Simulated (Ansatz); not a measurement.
Consider SrTiO3 in the cubic perovskite structure (space group Pm-3m, No. 221; a = 3.907 Å). Axes: x, y, z lie along the cube axes.

The values are results of r2SCAN in Ansatz (plane waves to 500 eV, PAW, scalar-relativistic without spin-orbit coupling), not measurements.

For the base:

The band gap comes out as 2.26 eV.

Perturbation: uniaxial strain ε_xx = +4.27 %, all other strain components held at zero, atoms relaxed at fixed cell.

**Question.** What does the calculation give for the stress, band gap and energy relative to the base after the change?

**Answer.** The stress (xx, yy, zz, yz, xz, xy; compression positive) amounts to (-12.06, -4.15, -4.15, 0.00, 0.00, 0.00) GPa; the band gap falls by 0.17 eV, from 2.26 eV to 2.09 eV; the energy increases by 21 meV/atom.

Whether these cells are dynamically stable was not tested. All final runs are without spin polarisation. Many cubic perovskites are stable only at high temperature; tilts and polar distortions were not tested.

Ansatz is an electronic-structure program.
